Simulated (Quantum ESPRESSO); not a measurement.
**How far to go with the SCF threshold: LuTl (P4mm, 2 atoms in the cell)**

```xyz
2
Lattice="3.5769 0.0000 0.0000 0.0000 3.5769 0.0000 0.0000 0.0000 3.9218" Properties=species:S:1:pos:R:3 pbc="T T T"
Lu     0.0000     0.0000     0.0500
Tl     1.7884     1.7884     1.9609
```

Method of the run: LDA (PZ), PSlibrary PAW (LDA) pseudopotentials (plane waves; Quantum ESPRESSO).

Base settings: ecutwfc = 50 Ry; ecutrho = 400 Ry; occupations = smearing; smearing = fermi-dirac; degauss = 0.0073499 Ry; potentials = {Lu: Lu.pz-spdn-kjpaw_psl.1.0.0.UPF, Tl: Tl.pz-dn-kjpaw_psl.1.0.0.UPF}; K_POINTS = automatic 4 4 4 0 0 0; conv_thr = 1e-09 Ry; mixing_beta = 0.7.

The mesh stays at the base's, so the ladder's end is converged at best in this setting alone.

Only quantities that move along the ladder and can be compared are tabulated.

The count of work is k-points × plane waves × bands × iterations; it is no time. 

The starting cell comes from a database of computed structures (which also holds hypothetical and non-ambient phases and stackings), without a prior relaxation at this level. Its lattice was rescaled by up to half a per cent. One atom was moved a little off its site on purpose. In the base run, with a pressure of about -4 GPa the cell is away from its equilibrium volume at this level. Without a gap this mesh is coarse (it stands for a supercell whose shortest vector is 14 Å).

Steps (conv_thr): 0.0073 Ry; 0.00073 Ry; 7.3e-05 Ry; 7.3e-06 Ry; 7.3e-07 Ry; 7.3e-08 Ry; 7.3e-09 Ry; 1e-09 Ry; 7.3e-10 Ry; 7.3e-12 Ry; 7.3e-14 Ry.

Q: What is the coarsest conv_thr that holds the forces within 0.005 eV/Å of the last step, with all finer ones?

A: 7.3e-05 Ry, at 0.33 of the last step's count of work; the step before is off by 0.031 eV/Å.

Q: What is the coarsest conv_thr that holds the free energy within 1 meV/atom of the last step, with all finer ones?

A: 7.3e-05 Ry, at 0.33 of the last step's count of work; the step before is off by 1.4 meV/atom.

| conv_thr | free energy less the last step's (meV/atom) | largest difference of a force vector from the last step's (eV/Å) | count of work / last |
|---|---|---|---|
| 0.0073 Ry | 20.87 | 0.062 | 0.17 |
| 0.00073 Ry | 1.37 | 0.031 | 0.25 |
| 7.3e-05 Ry | 0.05 | 0.000 | 0.33 |
| 7.3e-06 Ry | 0.00 | 0.001 | 0.42 |
| 7.3e-07 Ry | 0.00 | 0.000 | 0.50 |
| 7.3e-08 Ry | 0.00 | 0.000 | 0.58 |
| 7.3e-09 Ry | 0.00 | 0.000 | 0.67 |
| 1e-09 Ry | 0.00 | 0.000 | 0.67 |
| 7.3e-10 Ry | 0.00 | 0.000 | 0.67 |
| 7.3e-12 Ry | 0.00 | 0.000 | 0.83 |
| 7.3e-14 Ry | 0.00 | 0.000 | 1.0 |
